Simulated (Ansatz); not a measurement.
ZnS (F-43m) under hydrostatic pressure: electron conductivity mass by PBEsol with spin-orbit coupling, rigid bands (plane waves, PAW; Ansatz, an electronic-structure program). The unloaded cell, whose axes the loads refer to:

```cif
data_S4Zn4
_chemical_formula_sum 'Zn4 S4'
_space_group_name_H-M_alt 'F-43m'
_space_group_IT_number 216
_space_group_name_Hall 'F -4 2 3'
_cell_length_a 5.35630
_cell_length_b 5.35630
_cell_length_c 5.35630
_cell_angle_alpha 90.000
_cell_angle_beta 90.000
_cell_angle_gamma 90.000
loop_
_atom_site_label
_atom_site_type_symbol
_atom_site_symmetry_multiplicity
_atom_site_Wyckoff_symbol
_atom_site_fract_x
_atom_site_fract_y
_atom_site_fract_z
_atom_site_occupancy
Zn1 Zn 4 a 0.00000 0.00000 0.00000 1
S1 S 4 d 0.75000 0.75000 0.75000 1
```
(The calculation used a cell of 2 atoms; values per cell refer to that cell.)

```tsv
hydrostatic pressure (GPa)	volume per atom (Å³)	electron conductivity mass (mₑ)
-2	19.73	0.174
0	19.21	0.179
2	18.76	?
5	18.17	0.190
10	17.36	0.199
```

**Question.** Fit a straight line to ln(electron conductivity mass) against the load over the rows given, and predict the row at 2 GPa.

**Answer.** The means are x̄ = 3.250 GPa and ȳ = -1.6861; Σ(x − x̄)(y − ȳ) = 0.9681 and Σ(x − x̄)² = 86.75, so the slope is 1.12 % per GPa, and the rows given lie within 0.58 % of the line. At 2 GPa the line gives 0.183 mₑ; the calculation gives 0.184 mₑ, 0.72 % from it.

Masses are for dilute carriers at 300 K, harmonic means over directions unless an axis is named. Stresses and pressures are the targets of the relaxation. The structure type is held at every load. Geometry: cell and atoms relaxed with PBEsol.
